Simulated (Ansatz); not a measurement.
TiAl3 (I4/mmm, No. 139) was calculated with r²SCAN (PAW; Ansatz, a first-principles code).

Numerical settings: plane-wave cutoff 560 eV, 20×20×20 k mesh, Fermi–Dirac smearing 0.05 eV, no spin polarisation, scalar-relativistic PAW data made under PBE.

Shape and atoms are relaxed at each volume.

Pressure at four volumes; x = ln(V/15.650 Å³). One pressure is withheld.

| V (Å³/atom) | x | P (GPa) |
|---|---|---|
| 15.024 | -0.0408 | 5.10 |
| 15.650 | 0.0000 | 0.00 |
| 15.963 | 0.0198 | -2.20 |
| 16.276 | 0.0392 | ? |

Task: Pass a parabola P(x) through the three rows shown, estimate the bulk modulus and its pressure derivative near zero pressure, and predict the withheld pressure.

Result: Slopes between the rows: (0.00 − (5.10))/(0.0000 − (-0.0408)) = -125.00 and (-2.20 − (0.00))/(0.0198 − (0.0000)) = -111.11 GPa. Their difference over the span 0.0606 is c = 13.89/0.0606 = 229.2 GPa, so P(x) = 5.10 + (-125.00)(x − (-0.0408)) + 229.2 (x − (-0.0408))(x − (0.0000)). At the middle row B = −dP/dx = −[-125.00 + 229.2 × 0.0408] = 115.6 GPa, and B′ = dB/dP = 2c/B = 4.0. At x = 0.0392 the parabola gives -4.18 GPa; the run gives -4.18 GPa. The Birch–Murnaghan fit to the energies at all volumes has B0 = 115 GPa and B′ = 4.0.
